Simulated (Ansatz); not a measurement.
A set of cells, compared by their band gap.

Cell A: Si (diamond, Fd-3m), 2 atoms in the cell, k-point mesh 10×10×10 on the run's own vectors.
```
CELL_PARAMETERS angstrom
      0.00000     2.73485     2.73485
      2.73485     0.00000     2.73485
      2.73485     2.73485     0.00000
ATOMIC_POSITIONS crystal
  Si 0.75000 0.75000 0.75000
  Si 0.50000 0.50000 0.50000
```

Cell B: SiC (4H, P6₃mc), 8 atoms in the cell, k-point mesh 12×12×4 on the run's own vectors.
CSi is taken in the hexagonal space group P6₃mc (No. 186), Pearson symbol hP8. Conventional cell: a = b = 3.094 Å, c = 10.129 Å, α = β = 90.00°, γ = 120.00°. Si1 on 2b is surrounded by 4 C at 1.896–1.905 Å (tetrahedral). Si2 on 2a sees 4 C at 1.893–1.899 Å (tetrahedral). C1 on 2b has 4 Si at 1.893–1.905 Å (tetrahedral). C2 on 2a is surrounded by 4 Si at 1.896–1.899 Å (tetrahedral). (Neighbours: up to the widest gap in distance over summed covalent radii, below 1.35, at either atom.)

Computed with Ansatz (plane waves, PAW), its PAW set soft_1, cutoff 420 eV, 500 eV for r2SCAN. The structures are at rest with PBE; other levels are single points on them. HSE06 runs on coarser k-point meshes, which give the PBE gaps of the finer ones within 0.03 eV. Neutral cells; Fermi-Dirac smearing of at most 0.05 eV in the solids, energies taken to zero width. The lattices are those relaxed with PBE, so at other levels the solids can be strained, which adds to the spread. No structure search was made; lower ones may exist. A dispersion term ran beside these levels; it doesn't touch the electrons. Gaps are highest filled to lowest empty Kohn-Sham level on the run's k-point mesh, states of defects and surfaces included; edges off the mesh make the true gap smaller, and under 0.08 eV counts as none.

Question: What does PBE give for the band gap of each cell (eV)?

Answer: 
| system | PBE |
|---|---|
| A | 0.62 (indirect) |
| B | 2.22 (indirect) |

With PBE the value of B exceeds that of A by 1.6 eV.

Question: How do the other levels compare?

Answer: 
| system | r2SCAN | HSE06 |
|---|---|---|
| A | 0.80 (indirect) | 1.17 |
| B | 2.59 (indirect) | 3.13 |

With r2SCAN the value of B exceeds that of A by 1.79 eV. With HSE06 the value of B exceeds that of A by 1.96 eV.

Ansatz is an electronic-structure program.
